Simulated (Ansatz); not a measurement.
An Ansatz (a program for electronic structure) input (plane-wave PAW DFT at the r2SCAN level (Ansatz, 500 eV), no SOC, earlier PAW set):

Ansatz 0.2 input:
```yaml
crystal:
  lattice:
    - [3.612940472, 0, 0]
    - [0, 3.612940472, 0]
    - [0, 0, 5.4122802944]
  atoms:
    - { symbol: Zr, position: [0, 0, 0] }
    - { symbol: Zr, position: [0.5, 0.5, 0.5] }
    - { symbol: O, position: [0, 0.5, 0.1858152713] }
    - { symbol: O, position: [0, 0.5, 0.6858152713] }
    - { symbol: O, position: [0.5, 0, 0.3141847287] }
    - { symbol: O, position: [0.5, 0, 0.8141847287] }
basis: { ecutwfc: 500, ecutrho_ratio: 4, xc_grid: 4, fft_grid_basis: typed }
kpoints: { mp_grid: { grid: [9, 9, 6] } }
hamiltonian:
  xc: r2scan
  dispersion: none
  pseudopotentials: { azcp: { folder: ./paw }, kind: paw }
scf: { occupations: { method: fermi_dirac, width: 0.05 }, convergence: { dr2_threshold: 0.0000000006 } }
output: { forces: true, stress: true }
checkpoint: { write: state.ck, write_every: 1000 }
```

Which symmetry and how many k-points will the program report, and about how many plane waves at Γ?

Space group P42/nmc (ITA 137) with 16 operations, k-points 60 of 486, and 1803 plane waves at Γ.

And the final pressure?

-5.57 GPa (compression positive).

Single points use the geometry relaxed with PBE. Load acts through the strain it causes; cell and atoms are relaxed under it. Stability under load was not tested beyond the relaxation. The cell was made from ZrO2 (space group P4_2/nmc, No. 137) by this change: uniaxial stress, 5 GPa tension along z. This is not the structure that ZrO2 has at room temperature and ambient pressure.
